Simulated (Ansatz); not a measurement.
# Converging the plane-wave cutoff: TlPdF3 (P1, 5 atoms in the cell)

```
TlPdF3
1.0
    4.29269     0.00000     0.00000
    0.01633     4.29273     0.00000
    0.00345     0.03399     4.29343
Tl Pd F
1 1 3
Direct
  0.99900   0.99800   0.00504
  0.50009   0.49781   0.48724
  0.00007   0.49642   0.48572
  0.50151   0.49987   0.98714
  0.49931   0.99780   0.48651
```

Level of theory: PBEsol, default PAW files made with PBE (plane waves; Ansatz, a program for electronic structure).

Base settings: basis.ecutwfc = 420 eV; kpoints.mp_grid.grid = 4 4 4; hamiltonian.xc = pbesol; hamiltonian.pseudopotentials = {kind: paw} (the program's default PAW files); scf.occupations.method = gaussian; scf.occupations.width = 0.1 eV.

The second cell is the first with its lattice scaled by 0.98.

The mesh stays at the base's, so the ladder's end is converged at best in this setting alone.

The first pressure column holds Ansatz's estimate of the finite-basis (Pulay) stress, which hides part of the cutoff error; the other is without it.

Only quantities that move along the ladder and can be compared are tabulated.

The count of work is k-points × plane waves × bands × iterations; it is no time. 

The starting cell comes from a database of computed structures (which also holds hypothetical and non-ambient phases and stackings), without a prior relaxation at this level. Its lattice was rescaled by up to half a per cent. One atom was moved a little off its site on purpose. Spin polarisation is off. Without a gap this mesh is coarse (it stands for a supercell whose shortest vector is 17 Å).

```tsv
basis.ecutwfc	free energy less the last step's (meV/atom)	energy of the compressed cell less the first (meV/atom)	pressure (GPa)	pressure without the Pulay estimate (GPa)	largest difference of a force vector from the last step's (eV/Å)	count of work / last
145 eV	42644.74	137.33	54.88	-1070.70	0.430	0.094
170 eV	21591.08	211.83	-5.11	-671.18	0.376	0.11
190 eV	12418.83	-19.71	-15.38	-449.89	0.254	0.12
210 eV	7150.00	-32.89	-15.74	-296.44	0.253	0.14
230 eV	4067.56	-44.65	-9.07	-190.80	0.086	0.16
250 eV	2246.96	-27.82	-5.54	-118.88	0.028	0.19
295 eV	560.50	-11.13	-1.75	-38.76	0.041	0.21
335 eV	135.07	4.52	-1.63	-12.80	0.001	0.21
380 eV	24.86	3.53	-1.83	-4.28	0.002	0.26
420 eV	5.70	3.73	-1.81	-2.34	0.000	0.30
460 eV	2.40	3.66	-1.81	-1.89	0.000	0.38
505 eV	1.92	3.65	-1.81	-1.83	0.000	0.47
565 eV	1.53	3.67	-1.81	-1.84	0.000	0.43
630 eV	1.16	3.66	-1.81	-1.83	0.000	0.50
735 eV	0.88	3.65	-1.81	-1.83	0.000	0.70
840 eV	0.39	3.65	-1.81	-1.84	0.000	0.76
1010 eV	0.00	3.63	-1.82	-1.82	0.000	1.0
```

Coarsest basis.ecutwfc that holds the pressure without the Pulay estimate within 0.1 GPa of the last step, with all finer ones: 460 eV, at 0.38 of the last step's count of work; the step before is off by 0.52 GPa.

Coarsest basis.ecutwfc that holds the pressure within 1 GPa of the last step, with all finer ones: 295 eV, at 0.21 of the last step's count of work; the step before is off by 3.7 GPa.

Coarsest basis.ecutwfc that holds the forces within 0.01 eV/Å of the last step, with all finer ones: 335 eV, at 0.21 of the last step's count of work; the step before is off by 0.041 eV/Å.

The energy difference between the two cells stays within 1 meV/atom of the last step's from 335 eV on, the total only from 735 eV on: much of the error is common to both cells and cancels.

At the lowest cutoff the pressure without the Pulay estimate lies 1070 GPa under the last step's, the usual sign of Pulay stress in an incomplete plane-wave basis.

Keys are those of Ansatz 0.2.
